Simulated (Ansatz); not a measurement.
The reference is ZnCu₂SnS₄ (space group I-4, No. 82; a = 5.374 Å, c = 10.755 Å). Axes: x, y, z lie along a, b, c of the conventional cell.

Computed with Kohn–Sham DFT with the PBEsol functional, run in Ansatz (a first-principles code) with PAW and 420 eV plane waves, no spin-orbit coupling.

It is then changed as follows: biaxial strain −1.50 %, plane normal [001], relaxed out of plane (Cartesian); in-plane vectors clamped, the third vector and the atoms free.

Problem. What does the calculation give for the out-of-plane strain, energy relative to the base and in-plane stress after the change?

Solution. The out-of-plane strain comes out as +1.90 %; the energy grows by 2.4 meV/atom; the mean in-plane stress (compression positive) amounts to +1.3 GPa.

No phonon test of stability was made. The final runs are not spin-polarised.
